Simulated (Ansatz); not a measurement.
End structure of a constructed model of the (0001) surface of 4H silicon carbide, Si-terminated, 2x2 Si adatom at H3 (bottom of the slab: 4 H on 4 bottom sites):

```xyz
37
Lattice="6.1882 0.0000 0.0000 -3.0941 5.3591 0.0000 0.0000 0.0000 27.0000" Properties=species:S:1:pos:R:3 pbc="T T T"
C      0.0000     0.0000     9.2096
C      3.0941     0.0000     9.2096
C     -1.5470     2.6796     9.2096
C      1.5470     2.6796     9.2096
Si     1.5470     0.8932     9.8437
Si     4.6411     0.8932     9.8437
Si     0.0000     3.5727     9.8437
Si     3.0941     3.5727     9.8437
C      1.5470     0.8897    11.7364
C      4.6411     0.8932    11.7615
C     -0.0030     3.5745    11.7364
C      3.0971     3.5745    11.7364
Si     0.0094    -0.0054    12.3838
Si     3.0847    -0.0054    12.3838
Si    -1.5470     2.6904    12.3838
Si     1.5470     2.6796    12.3481
C      0.0160    -0.0092    14.2895
C      3.0781    -0.0092    14.2895
C     -1.5470     2.6980    14.2895
C      1.5470     2.6796    14.2228
Si    -0.0023     1.7850    14.8706
Si     3.0964     1.7850    14.8706
Si    -1.5470     4.4659    15.0350
Si     1.5470     4.4686    14.8706
C      0.0024     1.7878    16.7636
C      3.0917     1.7878    16.7636
C     -1.5470     4.4659    17.0670
C      1.5470     4.4631    16.7636
Si    -0.0934     0.0539    17.5743
Si     3.1875     0.0539    17.5743
Si    -1.5470     2.5717    17.5743
Si     1.5470     2.6796    17.0362
H     -0.0059     0.0034     8.1066
H      3.1000     0.0034     8.1066
H     -1.5470     2.6728     8.1066
H      1.5470     2.6796     8.1067
Si     4.6411     0.8932    19.3950
```

Set-up: 37 atoms, 10.8 Å thick at the start with caps and adatoms (thin: gaps and levels are the slab's own); mesh 3x3x1; 0.025 eV smearing; dipole correction on; single point; on the structure that PBE left under its start's symmetry; no spin, no spin-orbit, no U. In PBE it is, or lies within 0.01 eV a 1x1 cell of, the lowest of the 3 structures of its composition computed so far; subsurface sites and larger cells were not tried.

### Question
What is the computed highest filled level below the top vacuum level (HSE06, at the PBE geometry run with Ansatz, an electronic-structure program)?

### Answer
5.99 eV

### Question
What gap of the slab on its k-mesh does HSE06, at the PBE geometry give?

### Answer
1.44 eV
